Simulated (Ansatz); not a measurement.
Consider the formation energy of the neutral V_C in TiC (rock salt, Fm-3m). Reaction: 8 TiC (rock salt) → cell A + C (graphite).

Cell A: a supercell of 16 sites of TiC (rock salt, Fm-3m) with one empty C site amid 6 Ti; spin state with PBE: run without spin, k-point mesh 6×6×6.
```
CELL_PARAMETERS angstrom
      6.06792     0.00000     0.00000
      3.03396     5.25498     0.00000
      3.03396     1.75166     4.95444
ATOMIC_POSITIONS crystal
  Ti 0.00567 0.99433 0.99433
  Ti 0.00567 0.99433 0.50567
  C  0.75000 0.25000 0.75000
  Ti 0.00567 0.50567 0.99433
  C  0.75000 0.75000 0.25000
  Ti 0.00000 0.50000 0.50000
  C  0.75000 0.75000 0.75000
  Ti 0.50000 0.00000 0.00000
  C  0.25000 0.25000 0.25000
  Ti 0.49433 0.99433 0.50567
  C  0.25000 0.25000 0.75000
  Ti 0.49433 0.50567 0.99433
  C  0.25000 0.75000 0.25000
  Ti 0.49433 0.50567 0.50567
  C  0.25000 0.75000 0.75000
```

Reference: C (graphite, P6₃/mmc), 4 atoms in the cell, k-point mesh 18×18×6 on the run's own vectors. Conventional cell: a = 2.4649 Å, b = 2.4649 Å, c = 6.7309 Å, α = 90.00°, β = 90.00°, γ = 120.00°.

Reference: TiC (rock salt, Fm-3m), 16 atoms in the cell, a perfect crystal on lattice vectors that match the other cells'; spin state with PBE: run without spin, k-point mesh 6×6×6 on the run's own vectors.

All numbers come from Ansatz (a quantum-chemistry and plane-wave program), plane waves with PAW, its PAW set soft_1, cutoff 420 eV, 500 eV for r2SCAN. The structures are at rest with PBE+D3(BJ), within the held lattices; other levels are single points on them. Neutral cells; Fermi-Dirac smearing of at most 0.05 eV in the solids, energies taken to zero width. The lattices are those relaxed with PBE+D3(BJ), so at other levels the solids can be strained, which adds to the spread. A dispersion term (D3(BJ), or D4 for r2SCAN) was computed beside these levels and is taken off wherever the name lacks it. Static lattices, no vibrational contributions. No structure search was made; lower ones may exist. No correction for cell size. The cell is small for its defects, so this is an ordered compound on the host's lattice rather than an isolated defect. The value holds for the reservoirs listed; other chemical potentials shift it. Cell A has symmetry Fm-3m and got no random move, so less symmetric positions, which may lie lower, weren't tried.

Question: Estimate the value that PBE+D3(BJ) returns for this input.

Answer: 1.27 eV, for 8 TiC (rock salt) → cell A + C (graphite).

Question: List the value at the remaining levels and say how far they part.

Answer: 
```
Functional  value (eV)  less PBE+D3(BJ)
----------  ----------  ---------------
PBE               0.98            -0.29
r2SCAN+D4         1.47             0.20
```

The levels span 0.49 eV, from PBE (0.98) to r2SCAN+D4 (1.47).
